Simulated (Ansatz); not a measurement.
The parent structure is MgS in the rock salt structure (space group Fm-3m, No. 225; a = 5.182 Å).

Levels (all Ansatz, a first-principles code, PAW): PBEsol (420 eV, no SOC); r2SCAN (500 eV, spin-orbit coupling left out); HSE06 (420 eV, spin-orbit coupling left out).

At the geometry relaxed with PBEsol, these levels gave the following band gaps, in shuffled order: (a) 2.73 eV, (b) 3.49 eV, (c) 3.83 eV.

**Question.** Match each gap to its level.

**Answer.** (a) PBEsol; (b) r2SCAN; (c) HSE06.

Single points use the geometry relaxed with PBEsol. HSE06 was sampled on its mesh, a few special points and the semilocal edge points, so its gap is an upper bound. No phonon test of stability was made. The base started in P3_121 and relaxed to Fm-3m at this level.
